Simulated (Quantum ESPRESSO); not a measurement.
A self-consistent single point of ZnCo (P1, 2 atoms in the cell) with Quantum ESPRESSO.

Method of the run: LDA (PZ), PSlibrary ultrasoft (LDA) pseudopotentials (plane waves; Quantum ESPRESSO).

The change in words: lattice scaled by 0.98. Reference geometry:
```xyz
2
Lattice="2.6072 0.0000 0.0000 -1.3036 2.2579 0.0000 0.0000 0.0000 4.1717" Properties=species:S:1:pos:R:3 pbc="T T T"
Zn     1.2926     0.7238    -0.0267
Co     0.0110     0.0288     2.1126
```
Moments meant for the start (each program seeds them in its own way; μB, in the order of the atoms Zn Co): 0.0 3.0.

Reference input (self-consistent single point, DFT, LDA (PZ), plane waves, PSlibrary ultrasoft (LDA) pseudopotentials): ecutwfc = 55 Ry; ecutrho = 330 Ry; occupations = smearing; smearing = fermi-dirac; degauss = 0.0073499 Ry; nspin = 2; potentials = {Zn: Zn.pz-dn-rrkjus_psl.1.0.0.UPF, Co: Co.pz-n-rrkjus_psl.1.0.0.UPF}; K_POINTS = automatic 9 9 5 0 0 0; conv_thr = 1e-10 Ry; mixing_beta = 0.2. This run's input differs from it in these lines:

```diff
@@ -29,5 +29,5 @@
 CELL_PARAMETERS {angstrom}
-   2.6072200000     0.0000000000     0.0000000000
-  -1.3036100000     2.2579190000     0.0000000000
-   0.0000000000     0.0000000000     4.1716800000
+   2.5550760000     0.0000000000     0.0000000000
+  -1.2775380000     2.2127610000     0.0000000000
+   0.0000000000     0.0000000000     4.0882460000
 ATOMIC_POSITIONS {crystal}
```

Output (repeated stretches shortened):

```
     Self-consistent Calculation

     iteration #  1     ecut=    55.00 Ry     beta= 0.20

---- Real-time Memory Report at c_bands before calling an iterative solver
           156 MiB given to the printing process from OS
           122 MiB allocation reported by mallinfo(arena+hblkhd)
------------------

     Threshold (ethr) on eigenvalues was too large:
     Diagonalizing with lowered threshold

---- Real-time Memory Report at c_bands before calling an iterative solver
           201 MiB given to the printing process from OS
           126 MiB allocation reported by mallinfo(arena+hblkhd)
------------------

   [... lines left out ...]
     estimated scf accuracy    <          2.5E-10 Ry

     total magnetization       =     1.03 Bohr mag/cell
     absolute magnetization    =     1.18 Bohr mag/cell

     iteration # 20     ecut=    55.00 Ry     beta= 0.20

---- Real-time Memory Report at c_bands before calling an iterative solver
           206 MiB given to the printing process from OS
           131 MiB allocation reported by mallinfo(arena+hblkhd)
------------------

     Magnetic moment per site  (integrated on atomic sphere of radius R)
     atom   1 (R=0.396)  charge= 10.4927  magn= -0.0210
     atom   2 (R=0.396)  charge=  7.5454  magn=  1.0974
     End of self-consistent calculation

     the Fermi energy is    13.4827 ev

!    total energy              =    -223.86677330 Ry
     estimated scf accuracy    <          2.6E-11 Ry
     smearing contrib. (-TS)   =      -0.00541413 Ry
     internal energy E=F+TS    =    -223.86135917 Ry

     total magnetization       =     1.03 Bohr mag/cell
     absolute magnetization    =     1.18 Bohr mag/cell

     convergence has been achieved in  20 iterations

     Forces acting on atoms (cartesian axes, Ry/au):

     atom    1 type  1   force =     0.00192792    0.00419615    0.01787151
     atom    2 type  2   force =    -0.00192792   -0.00419615   -0.01787151

     Total force =     0.026104     Total SCF correction =     0.000019

          total   stress  (Ry/bohr**3)                   (kbar)     P=      -76.44
  -0.00044915   0.00002357   0.00000787          -66.07        3.47        1.16
   0.00002357  -0.00057474   0.00001659            3.47      -84.55        2.44
   0.00000787   0.00001659  -0.00053505            1.16        2.44      -78.71

   JOB DONE.
```

The run converged in 20 iterations. Against the reference run the free energy falls by 47.6 meV/atom, the pressure goes from -15.68 to -7.64 GPa, the largest force goes from 0.367 to 0.475 eV/Å and the size of the net moment goes from 0.57 to 0.52 μB/atom. The full log also holds: “c_bands:  2 eigenvalues not converged”.

The starting cell comes from a database of computed structures (which also holds hypothetical and non-ambient phases and stackings), without a prior relaxation at this level. Its atoms were displaced at random from the sites of space group no. 187. For this run, on top of that: lattice scaled by 0.98. With one magnetic atom in the cell only a parallel order is possible. With a pressure of about -8 GPa the cell is away from its equilibrium volume at this level.

Cost on one core of a shared machine: roughly 2 min.
